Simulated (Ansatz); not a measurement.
Results of r²SCAN-D4 (Ansatz, a quantum-chemistry and plane-wave program, PAW) for rock-salt LaTe.

Numerical settings: plane-wave cutoff 560 eV, 16×16×16 k mesh, Fermi–Dirac smearing 0.05 eV, scalar-relativistic PAW data made under PBE.

Results at a series of volumes:

```json
[
 {"V (Å³/atom)": "31.865", "E − E_lowest (meV/atom)": "25.19"},
 {"V (Å³/atom)": "32.543", "E − E_lowest (meV/atom)": "10.78"},
 {"V (Å³/atom)": "33.221", "E − E_lowest (meV/atom)": "2.59"},
 {"V (Å³/atom)": "33.899", "E − E_lowest (meV/atom)": "0.00"},
 {"V (Å³/atom)": "34.577", "E − E_lowest (meV/atom)": "2.41"},
 {"V (Å³/atom)": "35.255", "E − E_lowest (meV/atom)": "9.31"},
 {"V (Å³/atom)": "35.933", "E − E_lowest (meV/atom)": "20.23"}
]
```

### Question
What bulk modulus B0 and pressure derivative B′ does a third-order Birch–Murnaghan fit give?

### Answer
V0 = 33.899 Å³/atom, B0 = 59.1 GPa, B′ = 4.5 (fit to the energies at full precision).

Spin–orbit coupling is not included; it can open a gap where bands touch, and shift volumes and moduli.
